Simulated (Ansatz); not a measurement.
Consider this model of amorphous Si₂₃O₄₈AlH.

```xyz
73
Lattice="10.2737 0.0000 0.0000 0.0000 10.2737 0.0000 0.0000 0.0000 10.2737" Properties=species:S:1:pos:R:3 pbc="T T T"
Si     7.2119     6.9656     8.0137
Si     6.0230     6.9889     2.6113
Si     6.0820     1.5080     6.5125
Si    10.2528     9.9149     2.8029
Si     5.2056     7.3606    10.2615
Si     9.1202     7.0806     1.8625
Si     8.5723     3.1634    10.2036
Si     5.0007     3.2973     4.4112
Si     7.8114     4.6356     4.7711
Si     7.2217     7.5877     5.1656
Si     2.0707     2.0704     8.6202
Si     3.0717     4.2359     8.4468
Si     2.3101     2.9397     3.5024
Si     9.8611     4.3340     2.5743
Si     2.5837     0.0793     4.3133
Si     5.5485     4.2858    10.0684
Si     9.8143     7.9409     9.2397
Si     7.7980     0.0619     4.2811
Si     3.6742    10.0127     7.2547
Si     7.8163     3.8520     7.6072
Si     2.6872     7.3804     8.6629
Si     9.9776     0.6332    10.1793
Si     4.4343     2.1984     1.7212
O      4.9271     2.3532     5.7281
O      5.6435     5.8382     0.2661
O      5.3473     2.4106     3.0951
O      8.7858     7.4198     8.0779
O      9.2355     0.5861     3.6764
O      4.8645     0.7853     1.0814
O      8.6388     1.5459     0.0980
O      0.3826     0.3532     1.3714
O      4.8803     5.8377     2.6320
O      6.1874     4.4025     4.6845
O      3.6054     7.4837    10.0366
O      2.8492     2.3056     2.1063
O      2.4386     3.3049     9.6909
O      9.4570     8.5304     2.4623
O      3.4839     3.9271     4.1765
O      5.4606     8.1670     1.4806
O      2.8464     9.9713     5.8715
O      9.4247     7.0508     0.2680
O      9.5158     9.5104     9.4958
O      8.0963     6.2437     4.8609
O      3.0094     0.7554     8.3603
O      6.3002     7.7881     9.1351
O      3.8857     9.9638     3.4582
O      3.4898     8.4398     7.7222
O      5.9892     7.6662     4.0827
O      5.2625     0.2143     7.1340
O      2.0959     1.6485     4.4543
O      1.1250     7.7794     8.8750
O      8.1304     8.9118     5.0555
O      1.3002     9.5495     3.6699
O      6.7965     2.5441     7.5889
O      0.6691     1.4284     9.1279
O      6.7806    10.1080     3.0686
O      9.5425     3.8226     1.0577
O      7.2471     1.0637     5.4588
O      2.6655     5.8029     8.1885
O      2.3943     3.1588     7.3498
O     10.0625     5.9512     2.5438
O      6.5428     7.4681     6.6266
O      9.0240     3.5958     8.6821
O      0.9319     3.7380     3.2405
O      8.4432     3.9802     6.1174
O      7.5381     6.6779     2.1122
O      7.1286     5.3174     8.0285
O      4.6476     3.5116     0.8410
O      4.7107     4.2367     8.6437
O      7.0258     3.6478    10.2664
O      8.5576     3.9807     3.4932
Al     5.2226     9.9241     2.3597
H      4.3532     5.7760     3.4465
```

Calculation: PBE, scalar-relativistic without spin-orbit coupling (plane waves to 420 eV, PAW; Ansatz, a quantum-chemistry and plane-wave program).

Preparation: random packing, a CHGNet melt and quench, and a DFT relaxation. O atoms were pushed apart under 1.9 Å during the dynamics, to hinder bonds among them. The hot cell started wider than the set density and was brought back towards it in steps. It is the lowest in DFT energy of 2 quenches. It is a model cell: composition and starting density were chosen by hand, and all elements were melted together. No dispersion term was used. Its density started from a set value of 2.21 and ended at 2.21 g/cm³. Cooling (nominally 530 K/ps over its main leg) ran many orders faster than in experiment, which tends to leave more defects and strain. Values belong to this one cell and scatter from quench to quench. The volume was held where the preparation left it, at a PBE pressure of 0.7 GPa. Stress components on the final sampling reach 2.6 GPa.

Bonds are counted up to Si-Si 2.60 Å, Si-O 1.90 Å, Si-Al 2.55 Å, Si-H 1.70 Å, O-O 1.58 Å, O-Al 2.24 Å, O-H 1.16 Å, Al-Al 2.66 Å, Al-H 1.82 Å, H-H 0.90 Å. Two cations that share two anions don't count as bonded, nor two that share one unless they lie closer than Si-Si 2.38 Å, Si-Al 2.48 Å, Al-Al 2.59 Å.

Give the coordination numbers, mean bond lengths and angles.


```
Item                                                             Result
---------------------------------  ------------------------------------
Mean coordination of Si by anions                      4.00 (23 with 4)
Mean coordination of O                       2.02 (47 with 2, 1 with 3)
Mean coordination of Al by anions                       4.00 (1 with 4)
Mean coordination of H                                  1.00 (1 with 1)
Mean Si-O bond                     1.637 Å (spread 0.024 Å, 92 counted)
Mean O-Al bond                      1.795 Å (spread 0.107 Å, 4 counted)
Bond angle at Si                               mean 109.5°, spread 5.7°
Bond angle at O                               mean 136.7°, spread 17.8°
Bond angle at Al                               mean 109.4°, spread 5.7°
```

Which atoms depart from the most common coordination of their element?

O39 has 3 (Si5 1.72 Å, Si2 1.73 Å, Al72 1.98 Å).

List the pairs of like atoms that count as bonded by the rules above.

There are none by these rules.
